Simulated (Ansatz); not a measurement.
The starting structures come from a database of crystals and need not be the phases stable at ambient conditions.

Tunnelling through a barrier is set by its complex band structure: the current falls as exp(−2κd) with the smallest κ.

Input:

```
CELL_PARAMETERS angstrom
      4.98920     0.00000     0.00000
      0.00000    15.88075     0.00000
      2.49460     7.94038     2.49460
ATOMIC_POSITIONS crystal
  Ba 0.00000 0.35816 0.00000
  Ba 0.00000 0.64184 0.00000
  Zr 0.00000 0.00000 0.00000
  S  0.50000 0.00000 0.00000
  S  0.50000 0.50000 0.00000
  S  0.00000 0.16266 0.00000
  S  0.00000 0.83734 0.00000
```

Space group of this cell: I4/mmm. The cell is taken as given.

Transport runs along the normal of the first two printed cell vectors, the (100) plane of the conventional cell.

No gap correction and no spin-orbit coupling; mid-gap values are interpolated between computed energies.

Task: Predict the band gap and the smallest decay constant κ at mid-gap from r2SCAN run with Ansatz (a first-principles code).

Result: Gap 0.94 eV on a 12×12×12 mesh; κ = 0.136 1/Å, at the zone centre.
